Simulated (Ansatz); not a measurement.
The structure below was relaxed with Ansatz (an electronic-structure program) r2SCAN, scalar-relativistic without spin-orbit coupling.

```
CELL_PARAMETERS angstrom
     -2.81501     2.81501     8.36831
      2.81501    -2.81501     8.36831
      2.81501     2.81501    -8.36831
ATOMIC_POSITIONS crystal
  K  0.00000 0.00000 0.00000
  Rb 0.33818 0.33818 0.00000
  Rb 0.66182 0.66182 0.00000
```

### Question
Find the space group and the Wyckoff positions.

### Answer
Space group I4/mmm (No. 139); a = b = 5.630 Å, c = 16.737 Å, α = β = γ = 90.00°

| atom | site | symmetry | x | y | z |
|---|---|---|---|---|---|
| K | 2a | 4/mmm | 0.0000 | 0.0000 | 0.0000 |
| Rb | 4e | 4mm | 0.0000 | 0.0000 | 0.3382 |

### Question
Describe the coordination.

### Answer
The crystal has 6 atoms in its conventional cell. Conventional cell: a = b = 5.6300 Å, c = 16.7366 Å, α = β = γ = 90.00°. K has 8 Rb at 4.815 Å and 2 Rb at 5.660 Å (no clear gap to further neighbours). Rb has 4 K at 4.815 Å and 1 K at 5.660 Å and 4 Rb at 4.956 Å and 5 Rb at 5.417–5.630 Å. (Neighbours: up to the widest gap in distance over summed covalent radii, below 1.35, at either atom.)

These are small ordered cells, not random alloys; other orderings at the same x differ. No phonon test of stability was made. The cell was made from K by this change: x(Rb) = 0.667, 3 atoms, I4/mmm.
